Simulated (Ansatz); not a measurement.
Take Ti in the hcp (Mg type) structure (space group P6_3/mmc, No. 194) as the base.

```xyz
2
Lattice="2.9359 0.0000 0.0000 -1.4679 2.5425 0.0000 0.0000 0.0000 4.6366" Properties=species:S:1:pos:R:3 pbc="T T T"
Ti     0.0000     1.6950     3.4774
Ti     1.4679     0.8475     1.1591
```

Cartesian axes are those of the cell as printed.

All numbers come from r2SCAN (Ansatz, an electronic-structure program, PAW, without spin-orbit coupling).

Before the change:

The volume per atom is 17.31 Å³, the pressure is 0.0 GPa and the band gap is zero.

It is then changed as follows: tensile biaxial strain of 0.97 % in the plane normal to [001], as in epitaxy on a mismatched substrate; the out-of-plane cell vector and the atoms relax.

Question: What does the calculation give for the volume per atom after the change?

Answer: The volume per atom increases by 0.208 Å³ to 17.51 Å³.

Question: How does this affect the pressure?

Answer: The pressure (mean of the normal stresses, compression positive) goes from zero to -1.4 GPa.

Question: What happens to the band gap?

Answer: The band gap stays zero.

Without a gap, meshes like the base's 18×18×10 leave anisotropic stresses uncertain by several tenths of a GPa, and small strain energies with them. No phonon test of stability was made. The final runs are not spin-polarised.
